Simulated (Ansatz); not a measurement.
The reference is TaSi2 (space group P6_222, No. 180; a = 4.7760 Å, c = 6.5628 Å).

All numbers come from r2SCAN in Ansatz (plane waves to 500 eV, PAW, spin-orbit coupling left out).

Before the change:

The lattice parameter a is 4.776 Å. The c/a ratio is 1.374.

One thing is altered: every Ta is replaced by Lu; the structure is relaxed again.

Question: How does this affect the lattice parameter a and c/a ratio?

Answer: The lattice parameter a rises by 0.433 Å (4.776 Å → 5.209 Å); the c/a ratio falls by 0.012, from 1.374 to 1.362.

Stability against distortions was not tested. As relaxed here, LuSi2 is a hypothetical phase, not in the database extracts checked. The final runs are not spin-polarised. An odd electron count without spin: LuSi2 and TaSi2.

Ansatz is a quantum-chemistry and plane-wave program.
